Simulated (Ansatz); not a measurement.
**CsPbBr3: band gap against strain**

CsPbBr3 (cubic perovskite, Pm-3m, 38.424 Å³/atom at rest) under an equal strain ε in the (001) plane with the normal axis free, as in a coherent film. LDA in Ansatz, a plane-wave DFT program (PAW, default set), 420 eV, 6×6×6 Γ-centred mesh, Fermi-Dirac smearing 0.05 eV; ions are relaxed within the symmetry of each cell. Gaps are the smallest over the k-mesh and a band path, without spin-orbit coupling; in all rows the valence edge lies at about 0.9 Å⁻¹ from Γ and the conduction edge at about 0.9 Å⁻¹ from Γ.

Here s stands for strain and Eg for gap.

| strain (%) | gap (eV) |
|---|---|
| 0.00 | 1.17 |
| 0.60 | 1.19 |
| 1.20 | 1.22 |
| 1.80 | 1.24 |
| 3.00 | ? |

Fit Eg of the 4 rows that show it with a straight line. Means: s 0.90000, Eg 1.205. About the means, the sum of products is 0.072000 and the sum of squares of s is 1.8000; the slope is their ratio. Least squares gives Eg = 1.169 + 0.0400·s. Residuals (row less fit): 0.001, -0.003, 0.003, -0.001; standard error 0.003 (degrees of freedom: 2). Over these rows the gap moves by 4.0 ± 0.2 eV per unit strain.

**Question.** Predict the withheld Eg at s = 3.00 from the fit, and compare with the calculation.

**Answer.** Eg = 1.169 + 0.0400 × 3.0 = 1.289 eV. The calculation gives 1.29 eV, which the fit meets to the printed digits. The row lies outside the fitted rows, so this is an extrapolation. The fitted rows scatter only by rounding.

The primitive cell can neither tilt nor turn polar against its symmetry, as such crystals can under strain. CsPbBr3 is here the ideal cubic form; the compound distorts at low or room temperature. Spin-orbit coupling is left out, which can shift this property for CsPbBr3. Rows are the converged runs of the series near zero and its far end; series whose fitted rows scatter by over a few per cent of the range, as at a crossing or softening among them, aren't shown in this form. Most that stay on the fit to the last digits aren't either.
